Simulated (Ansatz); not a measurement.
Start from Rb2TlRhF6 (space group Fm-3m, No. 225; a = 9.055 Å; a cell from a computed database, its experimental status unchecked). Axes: x, y, z lie along the cube axes.

Calculations: DFT with PBEsol, PAW potentials and a 420 eV plane-wave cutoff in Ansatz (a quantum-chemistry and plane-wave program), no SOC.

A first run, uniaxial strain ε_yy = −2.33 %, gives secant values C11 ≈ 110 GPa and C12 ≈ 18 GPa from its stress. A second run applies biaxial strain +2.48 %, plane normal [001], relaxed out of plane.

What does linear elasticity predict for −ε⊥/ε∥ in the second run, and what does the run give?

Linear elasticity: 2 C12/C11 = 0.33. The run gives 0.34; any difference comes from nonlinear terms at these strains and numerical noise.

No phonon test of stability was made.
